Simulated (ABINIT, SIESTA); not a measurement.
An ABINIT input for a self-consistent single point of Li (Im-3m, 1 atom in the cell) (DFT, LDA (PW92), plane waves, norm-conserving pseudopotentials (PseudoDojo nc-sr-04 LDA standard)):

```
# Li, PseudoDojo nc-sr-04 LDA standard
pp_dirpath "./"
pseudos "Li.upf"
acell 5.7115623971 5.7115623971 5.7115623971
rprim
        -0.5773502692    0.5773502692    0.5773502692
         0.5773502692   -0.5773502692    0.5773502692
         0.5773502692    0.5773502692   -0.5773502692
natom 1
ntypat 1
znucl 3
typat 1
xcart    0.0000000000    0.0000000000    0.0000000000
ecut 37 Ha
ixc 7
occopt 7
tsmear 0.136 eV
nband 7
kptopt 1
ngkpt 11 11 11
nshiftk 1
shiftk 0 0 0
nstep 60
tolvrs 1.0e-12
prtwf 0
prtden 0
```

Task: Translate this input to SIESTA.

Result: This is the input that was run; spellings and numerical settings could be chosen otherwise.

```
# files in the folder: Li.psml (PseudoDojo LDA standard)
SystemName  Li
SystemLabel siesta

NumberOfAtoms                1
NumberOfSpecies              1
%block ChemicalSpeciesLabel
  1 3 Li
%endblock ChemicalSpeciesLabel
LatticeConstant              1.0 Ang
%block LatticeVectors
    -1.745000000    1.745000000    1.745000000
     1.745000000   -1.745000000    1.745000000
     1.745000000    1.745000000   -1.745000000
%endblock LatticeVectors
AtomicCoordinatesFormat      Ang
%block AtomicCoordinatesAndAtomicSpecies
     0.000000000    0.000000000    0.000000000  1
%endblock AtomicCoordinatesAndAtomicSpecies

XC.functional                LDA
XC.authors                   PW92
PAO.BasisSize                DZP
PAO.EnergyShift              0.01 Ry
PAO.Polarization.NonPerturbative true
MeshCutoff                   300 Ry
%block kgrid.MonkhorstPack
   11   0   0  0.0
    0  11   0  0.0
    0   0  11  0.0
%endblock kgrid.MonkhorstPack
OccupationFunction           MP
OccupationMPOrder            0
ElectronicTemperature        1578.21 K

MaxSCFIterations             150
SCF.Mixer.Method             Pulay
SCF.Mixer.Weight             0.25
SCF.Mixer.History            6
SCF.DM.Tolerance             1.0E-05
Diag.ParallelOverK           true
WriteForces                  true
Charge.Mulliken              end
```

Basis settings and potentials, where a program has them, do not carry over. This input uses DFT, LDA PW92, numerical atomic orbitals DZP, PseudoDojo LDA standard norm-conserving potentials (rewritten from UPF to PSML). LDA parametrisations can differ slightly between programs. Both were run: pressure -1.42 GPa in ABINIT and -1.34 in SIESTA.

On SIESTA: the starting cell has typed, rounded lattice constants, without a prior relaxation at this level. Values carry the incompleteness of an atom-centred basis.

On ABINIT: the starting cell has typed, rounded lattice constants, without a prior relaxation at this level.
